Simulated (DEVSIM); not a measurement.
System: Pt/SiON/p-Si capacitor, at 300 K.

| layer (left to right) | material | thickness (nm) | Na (cm⁻³) |
|---|---|---|---|
| 1 | SiON | 5.00 | - |
| 2 | Si | 2300 | 6.2e16 |

Metal gate on the left, work function 5.6 eV. Fixed charge at the semiconductor interface 7.1e10 cm⁻² (in units of +e); interface traps 1e10 cm⁻² eV⁻¹, uniform in energy, neutral level at 0.5 of the gap above the valence band.

Constants are typed, rounded textbook-type inputs, not results; the design itself was drawn at random and stands for no fabricated device. Values at 300 K.

```
parameter      SiON       Si
-------------  ----  -------
gap (eV)          7    1.124
affinity (eV)   1.4     4.05
permittivity    5.5     11.7
Nc (cm⁻³)         -  2.86e19
Nv (cm⁻³)         -   3.1e19
```

Simulated with DEVSIM: 1D Poisson equation in equilibrium, Boltzmann statistics, complete ionisation; no quantum confinement or tunnelling. Metal contacts follow the ideal Schottky-Mott rule: no Fermi-level pinning, no interface dipoles.

Task: Tabulate band edges, carrier densities and field at 1.2 V on the gate.

Result: Energies count from the Fermi level of the right contact; mesh points crowd at the junctions.

```tsv
x (μm)	Ec (eV)	Ev (eV)	n (cm⁻³)	p (cm⁻³)	field (V/cm)
0.000	3.000	-4.000	< 1e2	< 1e2	180000
0.001009	3.019	-3.981	< 1e2	< 1e2	180000
0.002500	3.046	-3.954	< 1e2	< 1e2	180000
0.003974	3.073	-3.927	< 1e2	< 1e2	180000
0.005311	0.445	-0.679	9.5e11	1.2e8	97000
0.006939	0.461	-0.663	5.2e11	2.2e8	96000
0.01015	0.491	-0.633	1.6e11	7.2e8	93000
0.02070	0.583	-0.541	4.5e9	2.6e10	82000
0.03817	0.713	-0.411	3.0e7	3.8e12	66000
0.07617	0.893	-0.231	28000	4.1e15	30000
0.1511	0.962	-0.162	2000	5.9e16	690
0.3971	0.963	-0.161	1900	6.2e16	≈ 0
0.8047	0.963	-0.161	1900	6.2e16	≈ 0
1.513	0.963	-0.161	1900	6.2e16	≈ 0
1.999	0.963	-0.161	1900	6.2e16	≈ 0
2.160	0.963	-0.161	1900	6.2e16	≈ 0
2.235	0.963	-0.161	1900	6.2e16	≈ 0
2.272	0.963	-0.161	1900	6.2e16	≈ 0
2.293	0.963	-0.161	1900	6.2e16	≈ 0
2.300	0.963	-0.161	1900	6.2e16	≈ 0
2.303	0.963	-0.161	1900	6.2e16	≈ 0
2.305	0.963	-0.161	1900	6.2e16	≈ 0
```
